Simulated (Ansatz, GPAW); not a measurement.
A GPAW input for a self-consistent single point of CuGaSe2 (I-42d, 8 atoms in the cell) (DFT LDA (Perdew-Wang 92), plane waves, GPAW PAW datasets LDA (gpaw-data 1.0.1)):

```python
from ase import Atoms
from ase.units import GPa
from gpaw import GPAW, PW, FermiDirac

atoms = Atoms(['Ga', 'Ga', 'Cu', 'Cu', 'Se', 'Se', 'Se', 'Se'],
              cell=[[-2.776670, 2.776670, 5.454349],
                    [2.776670, -2.776670, 5.454349],
                    [2.776670, 2.776670, -5.454349]],
              scaled_positions=[[0.500000, 0.500000, 0.000000],
                                [0.250000, 0.750000, 0.500000],
                                [0.000000, 0.000000, 0.000000],
                                [0.750000, 0.250000, 0.500000],
                                [0.875000, 0.875000, 0.500000],
                                [0.125000, 0.625000, 0.000000],
                                [0.375000, 0.375000, 0.500000],
                                [0.625000, 0.125000, 0.000000]],
              pbc=True)

calc = GPAW(mode=PW(800),
            xc='LDA',
            kpts=(3, 3, 3),
            occupations=FermiDirac(0.01),
            nbands=-8,
            convergence={'bands': -6},
            symmetry={'symmorphic': False, 'tolerance': 0.0005},
            maxiter=100,
            txt='-')

atoms.calc = calc

energy = atoms.get_potential_energy()
print('Energy (eV):', round(energy, 6))
forces = atoms.get_forces()
print('Forces (eV/Ang):')
print(forces.round(5))
stress = atoms.get_stress()
print('Stress (GPa, Voigt):', (stress / GPa).round(4))
```

Q: Give the Ansatz (a program for electronic structure) input for the same structure, mesh, smearing and functional.

A: One input that does it (others would too):

Ansatz 0.2 input:
```yaml
crystal:
  lattice:
    - [-2.776670, 2.776670, 5.454349]
    - [2.776670, -2.776670, 5.454349]
    - [2.776670, 2.776670, -5.454349]
  atoms:
    - { symbol: Ga, position_ang: [0.000000, 0.000000, 5.454349] }
    - { symbol: Ga, position_ang: [2.776670, 0.000000, 2.727174] }
    - { symbol: Cu, position_ang: [0.000000, 0.000000, 0.000000] }
    - { symbol: Cu, position_ang: [-0.000000, 2.776670, 2.727174] }
    - { symbol: Se, position_ang: [1.388335, 1.388335, 6.817936] }
    - { symbol: Se, position_ang: [1.388335, -1.388335, 4.090762] }
    - { symbol: Se, position_ang: [1.388335, 1.388335, 1.363587] }
    - { symbol: Se, position_ang: [-1.388335, 1.388335, 4.090762] }
kpoints:
  mp_grid:
    grid: [3, 3, 3]
hamiltonian:
  xc: lda
  pseudopotentials:
    kind: paw
scf:
  occupations:
    method: fermi_dirac
    width: 0.0007 Ry
output:
  forces: true
  eigenvalues: true
  stress: true
```

Basis, cutoffs, solver keys and any potentials are the target program's own. This input uses DFT, LDA (PW92), plane waves, default PAW files made with PBE. LDA parametrisations can differ slightly between programs. The width in Ry is rounded to four decimals.

The starting cell has typed, rounded lattice constants, without a prior relaxation at this level. Its lattice was rescaled by a random factor within 2.5 % of one.
